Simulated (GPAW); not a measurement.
## A short convergence ladder for PdPt₃ (I4/mmm, 4 atoms in the cell)

```
PdPt3
1.0
   -1.97785     1.97785     3.92748
    1.97785    -1.97785     3.92748
    1.97785     1.97785    -3.92748
Pd Pt
1 3
Cartesian
  0.00000   0.00000   0.00000
  0.00000   1.97785   1.96374
  1.97785   0.00000   1.96374
  0.00000   0.00000   3.92748
```
Moments meant for the start (each program seeds them in its own way; μB, in the order of the atoms Pd Pt Pt Pt): 0.0 1.0 1.0 1.0.

Base method: LDA (Perdew-Wang 92), GPAW PAW datasets LDA (gpaw-data 1.0.1) (plane waves; GPAW).

Base settings: spinpol = true; mode = pw; ecut = 600 eV; xc = LDA; kpts = 5 5 5; mesh shift (steps) = 0 0 0; occupations.name = fermi-dirac; occupations.width = 0.1 eV; nbands = -10; convergence.forces = 0.001 eV/Å.

**The force threshold of a relaxation**

On PdPt3 (I4mm, 4 atoms in the cell): one atom moved by 0.15 angstrom.

In this ladder: convergence.density = 1e-05 e/electron; optimizer = BFGS.

The mesh stays at the base's, so the ladder's end is converged at best in this setting alone.

Only quantities that move along the ladder and can be compared are tabulated.

| fmax | free energy less the last step's (meV/atom) | largest force left (eV/Å) | relaxation steps |
|---|---|---|---|
| 0.2 eV/Å | 0.28 | 0.1297 | 4 |
| 0.1 eV/Å | 0.03 | 0.0333 | 5 |
| 0.05 eV/Å | 0.03 | 0.0333 | 5 |
| 0.03 eV/Å | 0.00 | 0.0039 | 6 |
| 0.02 eV/Å | 0.00 | 0.0039 | 6 |
| 0.01 eV/Å | 0.00 | 0.0039 | 6 |
| 0.005 eV/Å | 0.00 | 0.0039 | 6 |
| 0.002 eV/Å | 0.00 | 0.0009 | 9 |
| 0.001 eV/Å | 0.00 | 0.0009 | 9 |

Coarsest fmax that holds the free energy within 0.1 meV/atom of the last step, with all finer ones: 0.1 eV/Å; the step before is off by 0.28 meV/atom.

Coarsest fmax that holds the largest force left within 0.02 eV/Å of the last step, with all finer ones: 0.03 eV/Å; the step before is off by 0.032 eV/Å.

On the base run: the starting cell comes from a database of computed structures (which also holds hypothetical and non-ambient phases and stackings), without a prior relaxation at this level. Its lattice was rescaled by up to half a per cent. The starting moments vanished: the run ended non-magnetic. In the base run, with a pressure of about -13 GPa the cell is away from its equilibrium volume at this level.
